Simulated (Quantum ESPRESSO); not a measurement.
Input and output of a self-consistent single point for Zn₃CdSe₄ (P-43m, 8 atoms in the cell) (Quantum ESPRESSO).

Method of the run: PBEsol+U, GBRV 1.5 ultrasoft (PBESOL) pseudopotentials (plane waves; Quantum ESPRESSO).

```yaml
crystal:
  lattice:
    - [5.78113, 0.00000, 0.00000]
    - [0.00000, 5.78113, 0.00000]
    - [0.00000, 0.00000, 5.78113]
  atoms:
    - { symbol: Zn, position: [0.00000, 0.50000, 0.50000] }
    - { symbol: Zn, position: [0.50000, 0.00000, 0.50000] }
    - { symbol: Zn, position: [0.50000, 0.50000, 0.00000] }
    - { symbol: Cd, position: [0.00000, 0.00000, 0.00000] }
    - { symbol: Se, position: [0.73850, 0.73850, 0.26150] }
    - { symbol: Se, position: [0.73850, 0.26150, 0.73850] }
    - { symbol: Se, position: [0.26150, 0.26150, 0.26150] }
    - { symbol: Se, position: [0.26150, 0.73850, 0.73850] }
```

Reference input (self-consistent single point, DFT, PBEsol, plane waves, GBRV 1.5 ultrasoft (PBESOL) pseudopotentials): ecutwfc = 50 Ry; ecutrho = 250 Ry; occupations = smearing; smearing = gaussian; degauss = 0.0036749 Ry; potentials = {Zn: zn_pbesol_v1.uspp.F.UPF, Cd: cd_pbesol_v1.uspp.F.UPF, Se: se_pbesol_v1.uspp.F.UPF}; K_POINTS = automatic 3 3 3 0 0 0; conv_thr = 1e-10 Ry; mixing_beta = 0.3. This run's input differs from it in these lines:

```diff
@@ -41,2 +41,4 @@
    0.00000000     0.00000000     5.78113000
+HUBBARD {ortho-atomic}
+U Zn-3d 2
```

Output (repeated stretches shortened):

```
     Self-consistent Calculation

     iteration #  1     ecut=    50.00 Ry     beta= 0.30

     =================== HUBBARD OCCUPATIONS ===================
     ------------------------ ATOM    1 ------------------------
     Tr[ns(  1)] =   9.92741
     eigenvalues:
       0.991  0.991  0.992  0.994  0.995
   [... 2 blocks of this kind left out ...]

     Number of occupied Hubbard levels =   29.7822

     negative rho (up, down):  2.153E-02 0.000E+00

     total energy              =   -1671.56833115 Ry
     estimated scf accuracy    <       1.00274627 Ry

     iteration #  2     ecut=    50.00 Ry     beta= 0.30

   [... lines left out ...]
     estimated scf accuracy    <       0.05771684 Ry

     iteration #  3     ecut=    50.00 Ry     beta= 0.30

     negative rho (up, down):  2.174E-02 0.000E+00

     total energy              =   -1671.78810064 Ry
     estimated scf accuracy    <       0.01779689 Ry

   [... 8 blocks of this kind left out ...]

     iteration # 12     ecut=    50.00 Ry     beta= 0.30

     negative rho (up, down):  2.192E-02 0.000E+00

     total energy              =   -1671.78977331 Ry
     estimated scf accuracy    <          4.9E-10 Ry

     iteration # 13     ecut=    50.00 Ry     beta= 0.30

     negative rho (up, down):  2.192E-02 0.000E+00
     End of self-consistent calculation

     =================== HUBBARD OCCUPATIONS ===================
     ------------------------ ATOM    1 ------------------------
     Tr[ns(  1)] =   9.97785
     eigenvalues:
       0.997  0.997  0.997  0.999  0.999

     Number of occupied Hubbard levels =   29.9335

     the Fermi energy is     6.2476 ev

!    total energy              =   -1671.78977331 Ry
     estimated scf accuracy    <          1.5E-11 Ry
     smearing contrib. (-TS)   =      -0.00000000 Ry
     internal energy E=F+TS    =   -1671.78977331 Ry

     Hubbard energy            =       0.00487208 Ry

     convergence has been achieved in  13 iterations

     negative rho (up, down):  2.192E-02 0.000E+00

     Forces acting on atoms (cartesian axes, Ry/au):

   [... lines left out ...]
     Total force =     0.002609     Total SCF correction =     0.000005
   [... lines left out ...]

     negative rho (up, down):  2.192E-02 0.000E+00
          total   stress  (Ry/bohr**3)                   (kbar)     P=      -10.94
  -0.00007440   0.00000000   0.00000000          -10.94        0.00        0.00
   0.00000000  -0.00007440   0.00000000            0.00      -10.94        0.00
   0.00000000   0.00000000  -0.00007440            0.00        0.00      -10.94

   JOB DONE.
```

The run converged in 13 iterations. Against the reference run the pressure goes from -1.24 to -1.09 GPa, the largest force goes from 0.015 to 0.034 eV/Å and the gap on the mesh goes from 0.905 to 0.945 eV.

The starting cell comes from a database of computed structures (which also holds hypothetical and non-ambient phases and stackings), without a prior relaxation at this level. Spin polarisation is off. The U value is a test value.

Cost on one core of a shared machine: roughly 2 min.
